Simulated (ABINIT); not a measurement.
ABINIT run on NaTl (R3m, 4 atoms in the cell): relaxation of the atoms.

Method of the run: LDA (PW92), norm-conserving pseudopotentials (PseudoDojo nc-sr-04 LDA standard) (plane waves; ABINIT).

Input as run:

```
# NaTl, PseudoDojo nc-sr-04 LDA standard
pp_dirpath "./"
pseudos "Na.upf, Tl.upf"
acell 10.0233041464 10.0233041464 10.0233041464
rprim
        -0.0000000000    0.7071067812    0.7071067812
         0.7071067812   -0.0000000000    0.7071067812
         0.7071067812    0.7071067812   -0.0000000000
natom 4
ntypat 2
znucl 11 81
typat 1 1 2 2
xcart
         7.2511977766    7.2511977766    7.2511977766
        10.6313194977   10.6313194977   10.6313194977
         0.0000000000    0.0000000000    0.0000000000
         3.5437731659    3.5437731659    3.5437731659
ecut 44
occopt 7
tsmear 0.00367493
nband 29
kptopt 1
ngkpt 4 4 4
nshiftk 1
shiftk 0 0 0
nstep 100
tolvrs 1.0e-11
ionmov 22
ntime 40
tolmxf 0.000389
prtwf 0
prtden 0
```

The program printed (abridged):

```
--- !BeginCycle
solver: {iscf: 7, nstep: 100, nline: 4, wfoptalg: 0, }
tolerances: {tolvrs: 1.00E-11, }
...

     iter   Etot(hartree)      deltaE(h)  residm     vres2
 ETOT  1  -212.04543675046    -2.120E+02 3.308E-01 1.682E+01
 ETOT  2  -212.59181494260    -5.464E-01 1.065E-02 4.258E+01
 ETOT  3  -212.59559982610    -3.785E-03 1.097E-03 1.274E+01
 ETOT  4  -212.59648023174    -8.804E-04 6.519E-04 3.383E-01
 ETOT  5  -212.59649926382    -1.903E-05 3.053E-04 1.413E-02
   [... 4 lines left out ...]
 ETOT 10  -212.59650098785    -8.129E-12 4.144E-05 1.036E-09
 ETOT 11  -212.59650098785     5.627E-12 1.786E-05 1.162E-10
 ETOT 12  -212.59650098785    -3.581E-12 1.697E-05 2.475E-11
 ETOT 13  -212.59650098785    -2.473E-12 1.634E-05 6.863E-13
 At SCF step   13       vres2   =  6.86E-13 < tolvrs=  1.00E-11 =>converged.

 Cartesian components of stress tensor (hartree/bohr^3)
  sigma(1 1)=  4.51741608E-05  sigma(3 2)= -1.97137092E-06
  sigma(2 2)=  4.51741608E-05  sigma(3 1)= -1.97137092E-06
  sigma(3 3)=  4.51741608E-05  sigma(2 1)= -1.97137092E-06

---OUTPUT-----------------------------------------------------------------------

 Cartesian coordinates (xcart) [bohr]
  7.25119777660000E+00  7.25119777660000E+00  7.25119777660000E+00
  1.06313194977000E+01  1.06313194977000E+01  1.06313194977000E+01
  0.00000000000000E+00  0.00000000000000E+00  0.00000000000000E+00
  3.54377316590000E+00  3.54377316590000E+00  3.54377316590000E+00
 Reduced coordinates (xred)
  5.11544999989120E-01  5.11544999989120E-01  5.11544999989120E-01
   [... lines left out ...]
 At Broyd/MD step   6, gradients are converged :
 Fermi (or HOMO) energy (hartree) =   0.13925   Average Vxc (hartree)=  -0.34969
total_energy        : -2.12597004285871E+02
   [... lines left out ...]
     3        0.002562504361      0.002562504361      0.002562504361
     4        0.002450157969      0.002450157969      0.002450157969

-Cartesian components of stress tensor (GPa)         [Pressure= -1.3790E+00 GPa]
- sigma(1 1)=  1.37899871E+00  sigma(3 2)=  2.45513563E-03
- sigma(2 2)=  1.37899871E+00  sigma(3 1)=  2.45513563E-03
- sigma(3 3)=  1.37899871E+00  sigma(2 1)=  2.45513563E-03

 Calculation completed.
```

The run converged. 

Summary of the result:
```
Item                                        Value
------------------------------------  -----------
Free energy E − TS                    -5785.06 eV
Fermi level (on the code's own zero)      3.79 eV
Pressure                                -1.38 GPa
Largest force (vector length)          0.016 eV/Å
Relaxation steps                                6
```

The starting cell comes from a database of computed structures (which also holds hypothetical and non-ambient phases and stackings), without a prior relaxation at this level. Its lattice was rescaled by up to half a per cent. For this run, on top of that: one atom moved by 0.15 angstrom. The relaxation keeps the symmetry of its start, so its end need not be a minimum.

Cost on one core of a shared machine: roughly 20 min.
